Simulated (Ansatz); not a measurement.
Phonon-limited electron mobility of Ge (Fd-3m) in cm²/(V·s), r2SCAN, finite-displacement electron-phonon coupling, linearised Boltzmann equation in Ansatz (a program for electronic structure). Condition of this run: hydrostatic pressure 2 GPa (the target of the relaxation). Geometry: relaxed with this functional, without spin-orbit coupling.

```json
[
 {"Condition": "250 K", "μ": "5700"},
 {"Condition": "300 K", "μ": "4200"},
 {"Condition": "350 K", "μ": "___"},
 {"Condition": "400 K", "μ": "2600"},
 {"Condition": "500 K", "μ": "1730"},
 {"Condition": "600 K", "μ": "___"}
]
```

Problem. Complete the blanks.

Solution. 
- 350 K, μ: 3200
- 600 K, μ: 1230

Problem. What exponent p of μ ∝ T^−p fits 200 to 400 K (along x)?

Solution. p ≈ 1.7; acoustic deformation-potential scattering alone gives 1.5.

Scattering by harmonic phonons alone: no impurities, screening or carrier-carrier scattering, bands fixed at 0 K. From a coarser fine mesh the values given move by up to 7 %. The mesh was bound by memory.
